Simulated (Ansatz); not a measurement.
Consider a periodic stack without vacuum, bcc Nb (1 1 1) on zinc-blende InSb (1 1 1) (film strained to the substrate, started from cuts of the bulks and a machine-learned relaxation; slabs In4Sb4 and Nb10, which can lie off the formulas): substrate slab In4Sb4, film Nb10, surface cells [[0, -1], [1, -1]] and [[1, -1], [1, 0]], film strained by +0.2 and +0.2 %, outermost planes In/Sb and Nb/Nb as cut, which need not be the usual terminations and can put a slab off its formula. Its start:

```
CELL_PARAMETERS angstrom
      4.69342     0.00000    -0.01046
      2.34671     4.06463     0.10234
      0.32789     1.41208    24.62319
ATOMIC_POSITIONS crystal
  In 0.23805 0.52132 0.00674
  In 0.49411 0.72234 0.18830
  In 0.76691 0.09293 0.34444
  In 0.42878 0.07631 0.49203
  Sb 0.51616 0.85610 0.07214
  Sb 0.83699 0.03763 0.22885
  Sb 0.11139 0.39928 0.38890
  Sb 0.81741 0.41662 0.57224
  Nb 0.16129 0.71152 0.64763
  Nb 0.49026 0.06206 0.61528
  Nb 0.51038 0.00218 0.72768
  Nb 0.83644 0.35620 0.68922
  Nb 0.86177 0.29261 0.80757
  Nb 0.18576 0.64780 0.76654
  Nb 0.21387 0.58400 0.88504
  Nb 0.53691 0.93941 0.84484
  Nb 0.56417 0.87952 0.95515
  Nb 0.89021 0.22859 0.92629
```

The start was prepared with a machine-learned potential, and the result is one local minimum, with the in-plane cell held and forces under 0.04 eV/Å; the film can end far from its bulk form.

Calculation: PBE (plane waves to 420 eV, PAW; Ansatz, an electronic-structure program). No spin–orbit coupling; the runs are not spin-polarised. Its k-point mesh 8×8×1, Fermi–Dirac width 0.05 eV.

Problem. Predict the relaxed interface.

Solution. 
```
Property                                                                                    Value
--------------------------------------------------------------------------------  ---------------
interface area                                                                            19.1 Å²
period                                                                                    24.35 Å
heights between the nearest atoms of the two slabs at the two interfaces          1.08 and 1.38 Å
In–Nb contacts across the interfaces within 1.22 times the sum of covalent radii   8, mean 3.16 Å
Nb–Sb contacts across the interfaces within 1.22 times the sum of covalent radii   8, mean 3.03 Å
```
